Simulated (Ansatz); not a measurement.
Start from InP in the zinc blende structure (space group F-43m, No. 216; a = 5.8269 Å). Axes: x, y, z lie along the cube axes.

Level of theory: plane-wave PAW DFT at the LDA level (Ansatz, a program for electronic structure, 420 eV), no SOC.

Base values:

- Shortest interatomic distance = 2.523 Å

The change: biaxial strain +2.08 %, plane normal [111], relaxed out of plane (Cartesian); in-plane vectors clamped, the third vector and the atoms free.

Q: Predict the new ratio −ε⊥/ε∥.

A: The ratio −ε⊥/ε∥ amounts to 0.60.

Q: Predict the new shortest interatomic distance.

A: The shortest interatomic distance increases by 0.006 Å, from 2.523 Å to 2.529 Å.

Whether these cells are dynamically stable was not tested.
